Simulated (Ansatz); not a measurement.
Defect: In-vacancy pair (In on one host W site, one W site vacant) in bcc W, neutral cell. The step: direct exchange of In with the vacancy (In-vacancy distance between ideal sites 2.76 Å throughout); the atom moves 2.10 Å along (0.38, 0.38, 0.38) of the unit cell; the moving atom starts with neighbours 2 W at 2.76, W at 2.77, 3 W at 2.90, 2 W at 3.00, W at 3.03, W at 3.07, 3 W at 3.37 Å and ends with 2 W at 2.76, W at 2.77, 3 W at 2.90, 2 W at 3.00, W at 3.03, W at 3.07, 3 W at 3.37 Å. DFT values are from Ansatz (plane-wave PAW, 420 eV unless said) in a cell of 36 host sites, spin-restricted, static, with no finite-size correction. Forms of the defect that were not tried may lie lower. For the PBE band: the saddle point's order was not checked, and it lies on a symmetry element of the cell, where a band can be held.

```csv
Level,Forward barrier (eV),Cost of the band or of the saddle's single point
"CHGNet universal potential (has no charge state), its own band",0.39,-
"PBE, a 2×2×3 k-point mesh shifted by half a step, band relaxed",0.45,roughly 50 core-minutes
"PBE, a 3×3×5 k-point mesh shifted by half a step, same geometries",0.41,roughly 6 core-minutes
"r2SCAN at 500 eV, a 2×2×3 k-point mesh shifted by half a step, same geometries",[?],about 4 core-minutes (a rough figure)
```

Task: Fill in the missing entries.

Result: 
- r2SCAN at 500 eV, a 2×2×3 k-point mesh shifted by half a step, same geometries, Forward barrier (eV): 0.51

Ansatz is a first-principles code.
